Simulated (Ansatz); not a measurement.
# Several settings converged on CaPd (P4mm, 2 atoms in the cell)

```xyz
2
Lattice="3.5162 0.0000 0.0000 0.0000 3.5162 0.0000 0.0000 0.0000 3.5162" Properties=species:S:1:pos:R:3 pbc="T T T"
Ca     0.0000     0.0000     0.0500
Pd     1.7581     1.7581     1.7581
```

Base method: LDA (PW92), default PAW files made with PBE (plane waves; Ansatz, an electronic-structure program).

Base settings: basis.ecutwfc = 420 eV; kpoints.mp_grid.grid = 9 9 9; hamiltonian.xc = lda; hamiltonian.pseudopotentials = {kind: paw} (the program's default PAW files); scf.occupations.method = fermi_dirac; scf.occupations.width = 0.1 eV.

The count of work is k-points × plane waves × bands × iterations; it is no time. 

**The cutoff for other potential files**

Level: DFT, LDA (PW92), plane waves, harder PAW files (source: ansatz) made with PBE.

In this ladder: hamiltonian.pseudopotentials = {kind: paw, source: ansatz}.

The second cell is the first with its lattice scaled by 0.98.

The mesh stays at the base's, so the ladder's end is converged at best in this setting alone.

The first pressure column holds Ansatz's estimate of the finite-basis (Pulay) stress, which hides part of the cutoff error; the other is without it.

Only quantities that move along the ladder and can be compared are tabulated.

```csv
basis.ecutwfc,free energy less the last step's (meV/atom),energy of the compressed cell less the first (meV/atom),pressure (GPa),pressure without the Pulay estimate (GPa),largest difference of a force vector from the last step's (eV/Å),count of work / last
270 eV,9823.97,-52.64,-4.00,-295.49,0.155,0.10
330 eV,2385.95,-41.57,-6.52,-101.11,0.042,0.15
420 eV,215.84,-30.64,-5.46,-18.61,0.009,0.21
510 eV,11.03,-31.00,-5.42,-6.40,0.001,0.28
600 eV,1.48,-30.98,-5.42,-5.44,0.000,0.35
720 eV,1.16,-30.98,-5.42,-5.43,0.000,0.48
900 eV,0.56,-30.99,-5.42,-5.44,0.000,0.64
1200 eV,0.00,-30.98,-5.42,-5.43,0.000,1.0
```

Coarsest basis.ecutwfc that holds the energy of the compressed cell less the first within 0.5 meV/atom of the last step, with all finer ones: 420 eV, at 0.21 of the last step's count of work; the step before is off by 11 meV/atom.

Coarsest basis.ecutwfc that holds the pressure without the Pulay estimate within 0.5 GPa of the last step, with all finer ones: 600 eV, at 0.35 of the last step's count of work; the step before is off by 0.97 GPa.

Coarsest basis.ecutwfc that holds the forces within 0.01 eV/Å of the last step, with all finer ones: 420 eV, at 0.21 of the last step's count of work; the step before is off by 0.042 eV/Å.

The energy difference between the two cells stays within 1 meV/atom of the last step's from 420 eV on, the total only from 900 eV on: much of the error is common to both cells and cancels.

At the lowest cutoff the pressure without the Pulay estimate lies 290 GPa under the last step's, the usual sign of Pulay stress in an incomplete plane-wave basis.

**The relaxed cell against the cutoff**

On CaPd (Pm-3m, 2 atoms in the cell): atoms on their sites.

In this ladder: relax = cell and atoms.

The mesh stays at the base's, so the ladder's end is converged at best in this setting alone.

Only quantities that move along the ladder and can be compared are tabulated.

```csv
basis.ecutwfc,relaxed volume (Å³/atom),relaxation steps
210 eV,20.323,32
250 eV,19.299,24
295 eV,19.842,15
355 eV,19.805,7
420 eV,19.797,5
505 eV,19.799,5
630 eV,19.799,5
840 eV,19.798,5
```

Coarsest basis.ecutwfc that holds the relaxed volume within 0.04 Å³/atom of the last step, with all finer ones: 355 eV; the step before is off by 0.045 Å³/atom.

At the lowest cutoff the cell relaxes to a volume 2.7 % larger than at the highest. Ansatz relaxes on a stress corrected for the finite basis.

On the base run: the starting cell comes from a database of computed structures (which also holds hypothetical and non-ambient phases and stackings), without a prior relaxation at this level. Its lattice was rescaled by up to half a per cent. One atom was moved a little off its site on purpose. Spin polarisation is off.

Keys are those of Ansatz 0.2.
